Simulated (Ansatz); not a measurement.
Take SiGe in the CsCl type structure (space group Pm-3m, No. 221; a = 3.2003 Å; a hypothetical phase, not in the database extracts checked; relaxed with 0.1 eV smearing) as the base. Axes: x, y, z lie along the cube axes.

Computed with PBEsol/PAW in Ansatz (a first-principles code), without spin-orbit coupling.

Strains are applied to the cell and any free atomic positions relax; under biaxial strain the out-of-plane vector relaxes too.

One change was made to it. Results:

```tsv
quantity	base	after
energy relative to the base (free energy F)	0 meV/atom	+12 meV/atom
pressure	0.0 GPa	4.9 GPa
```

Task: Which change produced these results?
A. biaxial strain −1.20 %, plane normal [111], relaxed out of plane
B. isotropic strain −1.71 %
C. isotropic strain +1.79 %

Result: B, isotropic strain −1.71 %. For comparison, the pressure in the other runs: isotropic strain +1.79 % gives -4.0 GPa; biaxial strain −1.20 %, plane normal [111], relaxed out of plane gives 0.7 GPa.

No phonon test of stability was made. The final runs are not spin-polarised.
